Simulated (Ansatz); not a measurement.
Consider Se (space group P3_121, No. 152; made of chains).

```cif
data_Se3
_chemical_formula_sum 'Se3'
_space_group_name_H-M_alt 'P3121'
_space_group_IT_number 152
_space_group_name_Hall 'P 31 2"'
_cell_length_a 4.50658
_cell_length_b 4.50658
_cell_length_c 4.98884
_cell_angle_alpha 90.000
_cell_angle_beta 90.000
_cell_angle_gamma 120.000
loop_
_atom_site_label
_atom_site_type_symbol
_atom_site_symmetry_multiplicity
_atom_site_Wyckoff_symbol
_atom_site_fract_x
_atom_site_fract_y
_atom_site_fract_z
_atom_site_occupancy
Se1 Se 3 b 0.78311 0.78311 0.50000 1
```

All numbers come from Ansatz (a program for electronic structure) r2SCAN, spin-orbit coupling left out, earlier PAW set.

Base values:

* **Lattice parameter a**: 8.516 bohr
* **Band gap**: 1.33 eV
* **Gap character**: indirect, L → H

It is then changed as follows: cell and atoms relaxed at a pressure of 5 GPa.

Q: What happens to the lattice parameter a?

A: The lattice parameter a decreases by 1.012 bohr to 7.504 bohr.

Q: Predict the new band gap.

A: The band gap shrinks by 0.73 eV, from 1.33 eV to 0.60 eV.

Q: Estimate the effect on the gap character.

A: The gap character changes from indirect, L → H to indirect, L–H (83 % along) → H.

Load acts through the strain it causes; cell and atoms are relaxed under it. Whether these cells are dynamically stable was not tested. No other phases were tried under pressure. No dispersion term is included, though the crystal is made of layers, chains or molecules, so its spacings can come out too wide.
